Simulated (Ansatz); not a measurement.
Base system: AlCo in the CsCl type structure (space group Pm-3m, No. 221; weakly magnetic (sensitive to the mesh)).

```
AlCo
1.0
    2.82389     0.00000     0.00000
    0.00000     2.82389     0.00000
    0.00000     0.00000     2.82389
Al Co
1 1
Direct
  0.00000   0.00000   0.00000
  0.50000   0.50000   0.50000
```

Calculations: Ansatz (a quantum-chemistry and plane-wave program), r2SCAN, PAW, cutoff 500 eV, without spin-orbit coupling.

For the base:

Pressure: 0.0 GPa
Band gap: zero

One thing is altered: an isotropic linear strain of +1.28 %; the atoms relax in the strained cell.

**Question.** Estimate the effect on the pressure.

**Answer.** The pressure goes from zero to -6.8 GPa.

**Question.** What happens to the band gap?

**Answer.** The band gap remains zero.

**Question.** What happens to the energy relative to the base?

**Answer.** The energy goes up by 9.7 meV/atom.

The magnetic state is the one reached from the starting moments; the real material's order can differ, and small cells can't hold many antiferromagnetic ones. Stability against distortions was not tested. Seeded moments were not kept for the base.
